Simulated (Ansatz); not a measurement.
Here is the system:

```yaml
crystal:
  lattice:
    - [3.98636, 0.00000, 0.00000]
    - [0.00000, 3.98636, 0.00000]
    - [1.99318, -1.99318, 2.74310]
  atoms:
    - { symbol: Be, position: [0.00000, 0.00000, 0.00000] }
    - { symbol: Te, position: [0.75000, 0.75000, 0.50000] }
```

No spin polarisation.

Computed with DFT with LDA, PAW potentials and a 420 eV plane-wave cutoff in Ansatz (an electronic-structure program), spin-orbit coupling left out. k-mesh 10×10×10 (Γ-centred); smearing 0.05 eV (Fermi–Dirac).

Predict the band gap, electron mass and smallest direct gap.


* **Band gap**: 1.62 eV
* **Electron mass**: 1.4 mₑ along k, 0.26 mₑ across (at X)
* **Smallest direct gap**: 3.47 eV

With Te present, leaving out spin-orbit coupling can change the band edges. The cells carry an imposed strain or load. Effective masses come from finite differences of ±0.01 Å⁻¹. Along k means along the line from Γ to the band edge. No phonon test of stability was made. The cell was made from BeTe in the zinc blende structure (space group F-43m, No. 216) by this change: biaxial strain +1.50 %, plane normal [001], relaxed out of plane.
